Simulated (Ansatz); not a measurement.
For MgO (model structure, Fm-3m, No. 225, 6 atoms in the cell), PBE-D3(BJ) (Ansatz, a program for electronic structure, plane waves, PAW) gives:

- lattice constant a = 4.208 Å
- cohesive energy = 5.28 eV/atom
- band gap = 4.77 eV

Task: What does r²SCAN+rVV10 (Ansatz, PAW) give for the same quantities?

Result: 
- lattice constant a: 4.195 Å (decreases by 0.3 %)
- cohesive energy: 5.36 eV/atom (increases by 0.08 eV/atom)
- band gap: 5.71 eV (goes up by 0.94 eV)

Changes are worked out from the printed values.

Unless a cell is named, each level is at its own relaxed cell (PBE-D3(BJ) 9.31, r²SCAN+rVV10 9.23 Å³/atom).

Density-functional gaps are differences of (generalised) Kohn–Sham levels.

Ansatz's density-functional and Hartree–Fock values are scalar-relativistic unless marked +SOC, with PAW data made under PBE.

A model structure was made by putting elements into a prototype or built by hand; here it ended with the formula and space group of a phase in our tables.
